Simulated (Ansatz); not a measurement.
We consider BGeCN (model structure, started from the AlSiCN type, R3m, No. 160, 4 atoms in the cell), described by PBEsol+SOC (Ansatz, a first-principles code, plane waves, PAW).

Run with plane-wave cutoff 520 eV, 22×22×22 k mesh, Fermi–Dirac smearing 0.05 eV, PAW data made under PBE.

Cell (relaxed with PBEsol):

Space group R3m, hexagonal axes (No. 160); a = b = 2.9198 Å, c = 14.3452 Å, α = β = 90.00°, γ = 120.00°

```csv
atom,site,symmetry,x,y,z
B,3a,3m,0.0000,0.0000,0.9975
N,3a,3m,0.0000,0.0000,0.1117
Ge,3a,3m,0.0000,0.0000,0.5045
C,3a,3m,0.0000,0.0000,0.6363
```
(The calculation used a cell of 4 atoms; values per cell refer to that cell.)

Q: Give the computed band gap.

A: 
band gap: 0.38 eV (on the SCF k mesh)

Note: the relaxation could raise the start's symmetry but not lower it, so the cell can be a saddle point.

It cost about 2.2 core-minutes (a rough figure) of CPU time.

A model structure was made by putting elements into a prototype or built by hand; it is no filed structure, need not be a known phase, and can be a saddle point held by its symmetry.
